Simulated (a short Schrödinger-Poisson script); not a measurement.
# Symmetric double-gate stack, SiO2 on p-type Ge(100)

Stack: symmetric double-gate stack, SiO2 on p-type Ge(100), at 77 K.

```csv
layer,material,thickness (nm),Na (cm⁻³)
1,SiO2,3.7,-
2,Ge,6,3e15
3,SiO2,3.7,-
```

The device is made up for the run: typed textbook-type constants, with dimensions and the other settings drawn at random. SiO2: permittivity 3.9, conduction-band edge (eV) 3.1, gap (eV) 9, electron mass (mₑ) 0.5. Ge: permittivity 16, conduction-band edge (eV) 0, gap (eV) 0.664, Nv at 300 K (cm⁻³) 6e18.

Channel valleys (confinement mass, in-plane density-of-states mass, number): L4 0.12, 0.295, 4. At the gates, both at one voltage, the conduction-band edge of layer 1 lies 3.39 eV − eVg above the Fermi level of the channel. Gaps are held at their typed values at every temperature. Mesh 0.03 nm at interfaces.

Solved with a short Schrödinger-Poisson script written for these runs: 1D Poisson equation in equilibrium, electrons quantum, Hartree (BenDaniel-Duke, 12 states a valley, the channel's in-plane mass for all, wave functions free to enter the dielectric), parabolic valleys, classical holes, full ionisation, no traps, pinning or gate leakage.

| Vg (V) | electrons (cm⁻²) | C (μF/cm²) | L4 E0 (meV) | L4 E1 (meV) |
|---|---|---|---|---|
| 0.3 | 1.89e9 | 0.0477 | 49.5 | 230.5 |
| 0.45 | 1.13e12 | 1.58 | 5.9 | 184.1 |
| 0.6 | 2.64e12 | 1.64 | -1.4 | 173.1 |
| 0.75 | 4.19e12 | 1.65 | -6.3 | 164.6 |
| 0.9 | 5.74e12 | 1.66 | -10.4 | 156.9 |
| 1.05 | 7.30e12 | 1.67 | -14.0 | 149.7 |
| 1.2 | 8.86e12 | 1.67 | -17.5 | 142.8 |
| 1.35 | 1.04e13 | 1.67 | -20.9 | 136.0 |
| 1.5 | 1.20e13 | 1.68 | -24.2 | 129.4 |
| 1.65 | 1.36e13 | 1.68 | -27.4 | 122.9 |
| 1.8 | 1.51e13 | 1.68 | -30.6 | 116.5 |
| 1.95 | 1.67e13 | 1.68 | -33.9 | 110.1 |
| 2.1 | 1.83e13 | 1.69 | -37.1 | 103.9 |
| 2.25 | 1.99e13 | 1.69 | -40.3 | 97.7 |
| 2.4 | 2.15e13 | 1.69 | -43.5 | 91.6 |
| 2.55 | 2.30e13 | 1.69 | -46.7 | 85.6 |

Gate voltages with under 1e6 electrons/cm² are left out.

Subbands count from the Fermi level. The capacitance is that of both gates.

Only the L valleys are kept; under strong confinement the Δ valleys of Ge fill too.
